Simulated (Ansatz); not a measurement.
By hand: reaction energy

We look at the reaction energy. Reaction: NiSi (Pnma) + Si (diamond) → NiSi2 (Fm-3m). The sign is products less reactants.

NiSi2 (Fm-3m), 3 atoms in the cell; spin state with PBE: no moments. Conventional cell: a = b = c = 5.444 Å, α = β = γ = 90.00°.

NiSi (Pnma), 8 atoms in the cell; spin state with PBE: no moments. Conventional cell: a = 5.1562 Å, b = 3.3744 Å, c = 5.6187 Å, α = β = γ = 90.00°.

Method: Ansatz (a program for electronic structure), PAW, neutral cells at 0 K with nuclei at rest, on structures from PBE. Ansatz runs with its PAW set soft_1. Other levels take these structures. The lattices are those relaxed with PBE, so at other levels the solids can be strained, which adds to the spread. A dispersion term (D3(BJ), or D4 for r2SCAN) was computed beside these levels and is taken off wherever the name lacks it.

Total energies of the cells in eV, at zero smearing width. They compare only within one column; the weights balance every element.

| cell | atoms | weight | PBE | PBE+D3(BJ) |
|---|---|---|---|---|
| NiSi2 (Fm-3m) | 3 | +4 | -7112.40750 | -7113.71516 |
| NiSi (Pnma) | 8 | −1 | -25906.18058 | -25909.88441 |
| Si (diamond) | 2 | −2 | -1271.62301 | -1272.23847 |

PBE: 4 × (-7112.40750) − (-25906.18058) − 2 × (-1271.62301) = -0.203 eV; dividing by 4 gives -0.05 eV.

PBE+D3(BJ): 4 × (-7113.71516) − (-25909.88441) − 2 × (-1272.23847) = -0.499 eV; dividing by 4 gives -0.12 eV.

What follows from the PBE value: Per mole of the reaction as written, -0.051 eV × 96.485 = -4.9 kJ.
